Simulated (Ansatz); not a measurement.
An Ansatz (a program for electronic structure) run: ZnSe with a change (uniaxial strain ε_zz = +2.50 %); LDA (Ansatz), no spin-orbit coupling.

Input:

Ansatz 0.2 input:
```yaml
crystal:
  lattice:
    - [0, 2.7837529013, 2.8533467238]
    - [2.7837529013, 0, 2.8533467238]
    - [2.7837529013, 2.7837529013, 0]
  atoms:
    - { symbol: Zn, position: [0, 0, 0] }
    - { symbol: Se, position: [0.25, 0.25, 0.25] }
basis: { ecutwfc: 420, ecutrho_ratio: 4, xc_grid: 2, fft_grid_basis: typed }
kpoints: { mp_grid: { grid: [10, 10, 10] } }
hamiltonian:
  xc: lda
  dispersion: none
  pseudopotentials: { kind: paw }
scf: { occupations: { method: fermi_dirac, width: 0.05 }, convergence: { dr2_threshold: 0.0000000002 } }
relax: { f_tol: 0.005, max_steps: 50 }
output: { forces: true, stress: true }
checkpoint: { write: state.ck, write_every: 1000 }
```

Output:

```
Relaxation: its limit of steps is 50 (relax.max_steps)
WARN ansatz: RAYON_NUM_THREADS=1 ignored (pool sized by the plan → 1); use --threads N
Pseudopotentials: kind: paw
Pseudopotential: Zn, paw, valence charge 12
Pseudopotential: Se, paw, valence charge 16
Functional definition: SPW92
Crystal: 2 atoms, lattice volume = 44.223 Å³
Basis set: ecut = 420 eV, 885 PW (Γ), exchange–correlation on 54×54×54 points (8 copies of the dense FFT grid, shifted against one another)
Bands: 18, of which v1, the nominal top of the filled ones, is band 14 counted from 1 (13 counted from 0)
Symmetry: 8 space group operations
Space group: I-4m2 (ITA 119), of the structure as read, at distance tolerance 3.5e-5 Å
k-points: 102 of 1000 (time reversal used)
PAW frozen core: Zn, regenerated for the run's functional, and the local potential with it
PAW frozen core: Se, regenerated for the run's functional, and the local potential with it
Initial density: superposition of atomic densities (neutral atoms: chi_scale 0, normalization atom), corrected by the library's trained network
Initial wavefunctions: pseudopotential atomic-orbital guess
Eigensolver: davidson
Functional: x = slater, c = lda
SCF iter   1: F=—  HF=-8630.845535 eV  |F-HF|=—  |Δ(HF+E_count)|=         —  Δρ=5.39e-3  dr2=7.51e-3  ethr=1.77e-3  ⟨swp⟩=5.6  Hψ=9363  notcnv=0
all-band conjugate gradients solve this SCF's bands
preconditioner: auto → none
SCF iter   2: F=—  HF=-8630.843235 eV  |F-HF|=—  |Δ(HF+E_count)|=   2.30e-3  Δρ=2.04e-3  dr2=8.81e-4  ethr=2.68e-5  ⟨swp⟩=2.0  Hψ=3870  notcnv=0
SCF iter   3: F=—  HF=-8630.843132 eV  |F-HF|=—  |Δ(HF+E_count)|=   1.04e-4  Δρ=1.41e-3  dr2=3.81e-4  ethr=3.14e-6  ⟨swp⟩=2.0  Hψ=2652  notcnv=0
SCF iter   4: F=—  HF=-8630.843037 eV  |F-HF|=—  |Δ(HF+E_count)|=   9.41e-5  Δρ=2.70e-4  dr2=2.93e-5  ethr=1.36e-6  ⟨swp⟩=2.0  Hψ=2647  notcnv=0
SCF iter   5: F=—  HF=-8630.843024 eV  |F-HF|=—  |Δ(HF+E_count)|=   1.34e-5  Δρ=1.95e-5  dr2=1.84e-7  ethr=1.05e-7  ⟨swp⟩=2.0  Hψ=2652  notcnv=0
SCF iter   6: F=—  HF=-8630.843024 eV  |F-HF|=—  |Δ(HF+E_count)|=   1.04e-7  Δρ=5.68e-6  dr2=9.40e-9  ethr=6.57e-10  ⟨swp⟩=2.0  Hψ=3267  notcnv=0
SCF iter   7: F=—  HF=-8630.843024 eV  |F-HF|=—  |Δ(HF+E_count)|=   1.62e-8  Δρ=2.31e-6  dr2=9.77e-10  ethr=3.36e-11  ⟨swp⟩=2.0  Hψ=3266  notcnv=0
SCF iter   8: F=—  HF=-8630.843024 eV  |F-HF|=—  |Δ(HF+E_count)|=  4.31e-10  Δρ=2.75e-7  dr2=2.98e-11  ethr=1.00e-12  ⟨swp⟩=5.5  Hψ=7242  notcnv=0
SCF iter   9: F=-8630.843024 eV  HF=-8630.843024 eV  |F-HF|=5.46e-12  |Δ(HF+E_count)|=  9.28e-11  Δρ=5.85e-8  dr2=9.90e-13  ethr=1.00e-12  ⟨swp⟩=4.9  Hψ=6754  notcnv=0
SCF 1 converged in 9 iterations: F = -8630.843024 eV  dr2 = 9.90e-13
relax step   1: F+E_penalty+E_count = -8630.84302419 eV  Δ(F+E_penalty+E_count) = +0.000e0 eV  max|allowed force component| = 9.714e-17 eV/Å  Δτ_max = 0.0000 Å  (9 SCF iters, accepted)
the relaxation is at rest under the 8 symmetry operations that the run kept from its start: a minimum is not shown …
SCF converged after 9 iterations
Free energy (F): -8630.843024 eV
Harris-Foulkes:  -8630.843024 eV  (|F-HF|=5.46e-12)
Internal energy: -8630.843024 eV  (E = F + TS)
E sigma→0 (E₀):  -8630.843024 eV
Entropy (-TS):   -0.000000 eV (-0.000 meV/atom)
Fermi energy:    7.476529 eV
--- Per-component energies (eV) ---
  E_band       = -385.274527
  E_kinetic    = 251.485990
  E_local      = -4359.865011  (includes V_loc(G=0)·N_el)
  E_nonlocal   = 27.558235
  E_hartree    = 2016.193149
  E_xc         = -239.381362
  E_vxc        = -152.378647  (∫ρ·V_xc dr)
  E_paw        = -3583.205641  (= ΣΔE_a)
  E_vpaw       = -184.460381  (= ΣTr[D̂ρ^β])
  E_aug_tail   = -0.000949  (compensation charges beyond the density's cutoff)
  E_ewald      = -2747.401940
  E_core_change = 3.774504  (= ΣΔE_core)
  E_smearing   = -0.000000  (= −TS)
  E_closure    = -0.000000  (closes the sum)
  Σ components = -8630.843024   (vs F -8630.843024, Δ=0.00e0)
  [band-id]    e_kinetic+e_local+e_nonlocal+2·e_hartree+e_vxc+e_vpaw+e_augmentation_tail = -385.274464   (vs E_band -385.274527, Δ=6.32e-5)
--- Forces (eV/Å), atoms counted from 1 ---
  atom   1  Zn     0.00000000     0.00000000     0.00000000
  atom   2  Se    -0.00000000     0.00000000     0.00000000
  max |Σ_I F_I| component: 1.39e-16 eV/Å
--- Stress (GPa, compression-positive) ---
       -1.350038       0.000000       0.000000
       -0.000000      -1.350038       0.000000
        0.000000       0.000000      -2.365838
  P = ⅓ Tr σ = -1.6886 GPa (-16.886 kbar)
  The stress holds the Pulay correction. Without it, at fixed plane waves, as pw.x and ABINIT print it: P = -1.7339 GPa
  The stress includes an estimate of the error left by incomplete SCF convergence (largest component -0.0000 GPa).
--- Band table ---
  band table: none
--- Relaxed structure (1 steps of the walk, 1 accepted, 0 SCFs on fresh bases) ---
  F+E_penalty+E_count = -8630.84302419 eV   max|allowed force component| = 9.714e-17 eV/Å
  atoms:
    - { symbol: Zn, position: [0.0, 0.0, 0.0] }
    - { symbol: Se, position: [0.25, 0.25, 0.25] }
```

Whether these cells are dynamically stable was not tested. The cell was made from ZnSe in the zinc blende structure (space group F-43m, No. 216) by this change: uniaxial strain ε_zz = +2.50 %.
